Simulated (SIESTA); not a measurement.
**Convergence study of the k-point mesh at a smearing width of 0.02 eV for Pt (Fm-3m, 1 atom in the cell)**

```yaml
crystal:
  lattice:
    - [0.00000, 1.95412, 1.95412]
    - [1.95412, 0.00000, 1.95412]
    - [1.95412, 1.95412, 0.00000]
  atoms:
    - { symbol: Pt, position: [0.00000, 0.00000, 0.00000] }
```

Level of theory: SIESTA 5.4.2 with GGA PBEsol, numerical atomic orbitals DZP, PseudoDojo PBEsol standard norm-conserving potentials (rewritten from UPF to PSML).

Base settings: XC.functional = GGA; XC.authors = PBEsol; potentials = PseudoDojo PBEsol standard; PAO.BasisSize = DZP; PAO.EnergyShift = 0.005 Ry; MeshCutoff = 400 Ry; kgrid.MonkhorstPack = 7 7 7; OccupationFunction = MP; OccupationMPOrder = 0; ElectronicTemperature = 0.1 eV.

In this ladder: ElectronicTemperature = 0.02 eV.

Only quantities that move along the ladder and can be compared are tabulated.

Core times come from one kind of shared machine, to one figure; runs under 30 s give none.

The starting cell has typed, rounded lattice constants, without a prior relaxation at this level. Its lattice was rescaled by up to half a per cent. Spin polarisation is off. Values carry the incompleteness of an atom-centred basis. In the base run, with a pressure of about 4 GPa the cell is away from its equilibrium volume at this level.

Steps (kgrid.MonkhorstPack): 5 5 5; 6 6 6; 7 7 7; 9 9 9; 11 11 11; 13 13 13; 16 16 16; 19 19 19; 23 23 23; 28 28 28.

What is the coarsest kgrid.MonkhorstPack that holds the free energy within 2 meV/atom of the last step, with all finer ones?

19 19 19; the step before is off by 2.4 meV/atom.

What is the coarsest kgrid.MonkhorstPack that holds the pressure within 0.1 GPa of the last step, with all finer ones?

13 13 13; the step before is off by 0.33 GPa.

```tsv
kgrid.MonkhorstPack	free energy less the last step's (meV/atom)	pressure (GPa)	core time / last (rough)
5 5 5	312.18	7.02	–
6 6 6	-107.46	-0.60	–
7 7 7	39.40	3.71	–
9 9 9	-30.81	1.69	–
11 11 11	-4.94	1.80	–
13 13 13	10.52	2.07	–
16 16 16	2.43	2.05	0.3
19 19 19	0.57	2.06	0.6
23 23 23	0.88	2.16	0.6
28 28 28	0.00	2.13	1
```
